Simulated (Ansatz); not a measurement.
Structure of amorphous hafnium silicate (Si12Hf8O40) (periodic cell):

```xyz
60
Lattice="9.6420 -0.0286 -0.1327 -0.0286 9.4648 0.1329 -0.1327 0.1329 9.4251" Properties=species:S:1:pos:R:3 pbc="T T T"
Si     7.2104     6.4824     5.9510
Si     8.1509     3.3966     6.4253
Si     0.8991     0.2635     7.8946
Si     6.4117     8.4931     0.7999
Si     8.9556     5.5080     8.1604
Si     8.2017     6.1215     1.5413
Si     0.0638     7.1308     4.1455
Si     2.7243     5.5751     3.7705
Si     2.0273     6.8264     7.9283
Si     7.6081     0.8959     2.8527
Si     3.5579     1.4534     6.9458
Si     6.3904     3.7015     2.3087
Hf     4.4915     7.9573     5.6239
Hf     5.2882     4.1301     5.7284
Hf     3.9324     4.2091     9.0654
Hf     3.7908     8.7419     2.4690
Hf     6.9841     0.3954     6.9392
Hf     3.3954     2.7590     3.6110
Hf     0.1483     0.9716     4.8922
Hf     1.3625     1.0247     1.7174
O      9.1245     0.2501     6.8714
O      7.3596     4.6478     5.6857
O      9.1595     5.5365     0.3523
O      3.5222     2.3805     8.2848
O      9.0970     7.0873     2.4833
O      7.7363     6.3943     7.5235
O      3.4075     4.6566     4.9548
O      6.8026     2.4204     6.6155
O      5.3660     3.9461     1.0845
O      3.3922     1.4517     1.9856
O      9.3244     2.7503     5.5648
O      3.6168     6.9587     3.5872
O      7.1622     2.2828     2.1433
O      6.8864     9.5029     8.9916
O      1.9783     0.8767     6.7346
O      4.7965     8.3751     0.7998
O      1.1943     5.9495     4.1723
O      7.0350     6.9984     0.8283
O      0.6943     5.9509     7.5298
O      5.0480     4.6317     7.6030
O      0.7818     1.2167     9.2008
O      1.8874     8.6893     2.0089
O      7.4937     4.9055     2.3921
O      5.4766     3.4718     3.6640
O      2.7726     4.4089     2.5828
O      9.2237     0.8344     2.5642
O      4.3510     9.3830     4.2688
O      2.9879     7.2204     6.6684
O      1.6030     1.8920     3.7936
O      2.8219     5.8713     8.9930
O      6.5371     8.1301     6.1820
O      6.7152     9.1731     2.2865
O      4.6880     0.2290     6.9042
O      8.4099     6.8060     4.9285
O      5.6320     6.1799     5.3615
O      3.9630     2.3700     5.6375
O      8.6845     3.9159     7.8764
O      1.4046     8.2608     8.4887
O      7.6870     0.7689     4.4856
O      0.6758     8.5337     4.6703
```

All values below come from PBE, scalar-relativistic without spin-orbit coupling (plane waves to 420 eV, PAW; Ansatz, a program for electronic structure).

A CHGNet melt-quench gave the starting glass, which DFT then relaxed. O atoms were pushed apart under 1.9 Å during the dynamics, to hinder bonds among them. The hot cell started wider than the set density and was brought back towards it in steps. It is the lowest in DFT energy of 2 quenches. It is a model cell: composition and starting density were chosen by hand, and all elements were melted together. No dispersion term was used. Its density started from a set value of 4.85 and ended at 4.64 g/cm³. The simulated quench (nominally 310 K/ps over its main leg) is rapid and tends to freeze in more defects than a deposited or slowly cooled glass has. One small periodic cell is one sample of the glass; other quenches scatter about these values. Volume and shape were free in the relaxation.

Bonds are counted up to Si-Si 2.60 Å, Si-Hf 2.89 Å, Si-O 2.02 Å, Hf-Hf 3.34 Å, Hf-O 2.74 Å, O-O 1.58 Å. Two cations that share two anions don't count as bonded, nor two that share one unless they lie closer than Si-Si 2.38 Å, Si-Hf 2.81 Å, Hf-Hf 3.25 Å.

Problem. Give the coordination numbers, mean bond lengths and angles.

Solution. 
| Property | Value |
|---|---|
| Mean coordination of Si by anions | 4.08 (11 with 4, 1 with 5) |
| Mean coordination of Hf by anions | 5.75 (1 with 4, 2 with 5, 3 with 6, 2 with 7) |
| Mean coordination of O | 2.38 (25 with 2, 15 with 3) |
| Mean Si-O bond | 1.648 Å (spread 0.044 Å, 49 counted) |
| Mean Hf-O bond | 2.123 Å (spread 0.166 Å, 46 counted) |
| Bond angle at Si | mean 109.0°, spread 9.9° |
| Bond angle at Hf | mean 103.5°, spread 28.6° |
| Bond angle at O | mean 124.5°, spread 22.2° |

Problem. List the pairs of like atoms that count as bonded by the rules above.

Solution. There are none by these rules.

Problem. What Bader charges do the atoms carry, from a run on the zone centre alone?

Solution. Means (range): Si +3.27 e (+3.24 to +3.29), Hf +2.63 e (+2.56 to +2.70), O -1.51 e (-1.66 to -1.14).
| atom | charge (e) |
|---|---|
| Si1 | +3.28 |
| Si2 | +3.25 |
| Si3 | +3.25 |
| Si4 | +3.27 |
| Si5 | +3.27 |
| Si6 | +3.29 |
| Si7 | +3.29 |
| Si8 | +3.25 |
| Si9 | +3.27 |
| Si10 | +3.27 |
| Si11 | +3.24 |
| Si12 | +3.28 |
| Hf13 | +2.63 |
| Hf14 | +2.66 |
| Hf15 | +2.61 |
| Hf16 | +2.59 |
| Hf17 | +2.70 |
| Hf18 | +2.63 |
| Hf19 | +2.66 |
| Hf20 | +2.56 |
| O21 | -1.50 |
| O22 | -1.56 |
| O23 | -1.64 |
| O24 | -1.50 |
| O25 | -1.64 |
| O26 | -1.64 |
| O27 | -1.48 |
| O28 | -1.49 |
| O29 | -1.48 |
| O30 | -1.31 |
| O31 | -1.50 |
| O32 | -1.51 |
| O33 | -1.65 |
| O34 | -1.45 |
| O35 | -1.64 |
| O36 | -1.46 |
| O37 | -1.64 |
| O38 | -1.65 |
| O39 | -1.65 |
| O40 | -1.20 |
| O41 | -1.48 |
| O42 | -1.14 |
| O43 | -1.65 |
| O44 | -1.52 |
| O45 | -1.46 |
| O46 | -1.48 |
| O47 | -1.26 |
| O48 | -1.47 |
| O49 | -1.29 |
| O50 | -1.47 |
| O51 | -1.39 |
| O52 | -1.66 |
| O53 | -1.50 |
| O54 | -1.66 |
| O55 | -1.44 |
| O56 | -1.49 |
| O57 | -1.64 |
| O58 | -1.65 |
| O59 | -1.50 |
| O60 | -1.49 |
